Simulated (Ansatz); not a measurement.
Abridged Ansatz (an electronic-structure program) output:

```
Relaxation: its limit of steps is 50 (relax.max_steps)
Pseudopotential: In, paw, valence charge 13
Pseudopotential: Sb, paw, valence charge 15
Crystal: 2 atoms, lattice volume = 67.577 Å³
Basis set: ecut = 420 eV, 1355 PW (Γ), exchange–correlation on 64×64×64 points (8 copies of the dense FFT grid, shifted against one another)
Bands: 18, of which v1, the nominal top of the filled ones, is band 14 counted from 1 (13 counted from 0)
Symmetry: 8 space group operations
k-points: 196 of 2197 (time reversal used)
Functional: x = slater, c = lda
SCF iter   1: F=—  HF=-11793.166730 eV  |F-HF|=—  |Δ(HF+E_count)|=         —  Δρ=6.99e-3  dr2=2.16e-2  ethr=1.77e-3  ⟨swp⟩=6.1  Hψ=19483  notcnv=0
SCF iter   2: F=—  HF=-11793.158411 eV  |F-HF|=—  |Δ(HF+E_count)|=   8.32e-3  Δρ=2.25e-3  dr2=1.40e-3  ethr=7.71e-5  ⟨swp⟩=2.9  Hψ=8499  notcnv=0
SCF 1 converged in 6 iterations: F = -11793.158408 eV  dr2 = 3.01e-9
relax step   1: F+E_penalty+E_count = -11793.15840845 eV  Δ(F+E_penalty+E_count) = +0.000e0 eV  max|allowed force component| = 1.735e-17 eV/Å  Δτ_max = 0.0000 Å  P = -0.342 GPa  Ω = 67.577 Å³  fix = [a, b, gamma]  reactions: a -0.415, b -0.415 GPa  (6 SCF iters, dr2 threshold 1.00e-7 eV, accepted)
[... steps on the carried basis left out ...]
relax step   3: F+E_penalty+E_count = -11793.15857026 eV  Δ(F+E_penalty+E_count) = +2.225e-6 eV  max|allowed force component| = 2.776e-17 eV/Å  Δτ_max = 0.0000 Å  P = -0.204 GPa  Ω = 67.369 Å³  energy of the carried Pulay correction = +3.364e-5 eV  fix = [a, b, gamma]  reactions: a -0.306, b -0.306 GPa  (4 SCF iters, dr2 threshold 1.41e-9 eV, accepted)
Crystal: 2 atoms, lattice volume = 67.369 Å³
SCF iter   1: F=—  HF=-11793.158535 eV  |F-HF|=—  |Δ(HF+E_count)|=         —  Δρ=3.73e-6  dr2=2.74e-9  ethr=5.36e-7  ⟨swp⟩=3.0  Hψ=27815  notcnv=0
SCF iter   2: F=—  HF=-11793.158535 eV  |F-HF|=—  |Δ(HF+E_count)|=   8.13e-8  Δρ=2.30e-6  dr2=1.97e-9  ethr=9.80e-12  ⟨swp⟩=4.1  Hψ=9279  notcnv=0
SCF 4 converged in 6 iterations: F = -11793.158535 eV  dr2 = 5.88e-14
SCF converged after 6 iterations
Free energy (F): -11793.158535 eV
Internal energy: -11793.158334 eV  (E = F + TS)
E sigma→0 (E₀):  -11793.158435 eV
Entropy (-TS):   -0.000200 eV (-0.100 meV/atom)
Fermi energy:    7.281767 eV
--- Forces (eV/Å), atoms counted from 1 ---
  atom   1  In     0.00000000    -0.00000000     0.00000000
  atom   2  Sb     0.00000000     0.00000000    -0.00000000
--- Stress (GPa, compression-positive) ---
       -0.305377      -0.000000      -0.000000
       -0.000000      -0.305377       0.000000
       -0.000000       0.000000       0.000010
  P = ⅓ Tr σ = -0.2036 GPa (-2.036 kbar)
--- Relaxed structure (3 steps of the walk, 3 accepted, 1 SCFs on fresh bases) ---
  cell:  # Å, volume = 67.3694 Å³
    - [4.5834236519, 1.3841832233732322e-22, 3.5620918205850786e-11]
    - [1.3841832242853288e-22, 4.5834236519, -3.562091821758697e-11]
    - [2.291711825925077, -2.291711825925077, 3.2068818435928725]
  atoms:
    - { symbol: In, position: [7.628112072552123e-35, 4.977726427161074e-35, -1.9458170311887575e-34] }
    - { symbol: Sb, position: [0.75, 0.7499999999999999, 0.5000000000000001] }
```

**Question.** What was computed, and what are the main results?

**Answer.** InSb, 2 atoms in the cell, with DFT with LDA, PAW potentials and a 420 eV plane-wave cutoff in Ansatz, no SOC. The last SCF converged to F = -11793.158535 eV, or -5896.5793 eV per atom, at a pressure of -0.20 GPa. The total energy compares only with runs of the same code, potentials and settings.

Spin-orbit coupling, missing from the scalar runs, can matter with Sb. The cells carry an imposed strain or load. Whether these cells are dynamically stable was not tested. All final runs are without spin polarisation. The cell was made from InSb in the zinc blende structure (space group F-43m, No. 216) by this change: biaxial strain +0.50 %, plane normal [001], relaxed out of plane.

Keys are those of Ansatz 0.2.
